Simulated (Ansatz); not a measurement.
Start from SiC in the zinc blende structure (space group F-43m, No. 216).

```
SiC
1.0
    0.00000     2.18988     2.18988
    2.18988     0.00000     2.18988
    2.18988     2.18988     0.00000
C Si
1 1
Cartesian
  3.28482   3.28482   3.28482
  0.00000   0.00000   0.00000
```

Level of theory: DFT with PBE, PAW potentials and a 420 eV plane-wave cutoff in Ansatz (an electronic-structure program), no spin-orbit coupling.

Base values:

| Item | Value |
|---|---|
| Band gap | 1.37 eV |
| Electron mass | 0.68 mₑ along k, 0.23 mₑ across (at X) |
| Density | 3.17 g/cm³ |

It is then changed as follows: cell and atoms relaxed at a pressure of 9 GPa.

Q: Predict the new band gap, electron mass and density.

A: The band gap falls by 0.036 eV to 1.34 eV; the electron mass goes from 0.68 mₑ along k, 0.23 mₑ across (at X) to 0.66 mₑ along k, 0.23 mₑ across (at X); the density rises by 0.13 g/cm³ to 3.30 g/cm³.

Load acts through the strain it causes; cell and atoms are relaxed under it. Masses are band curvatures over ±0.01 Å⁻¹ around the edge. Along k means along the line from Γ to the band edge. No phonon test of stability was made. Competing high-pressure phases were not computed.
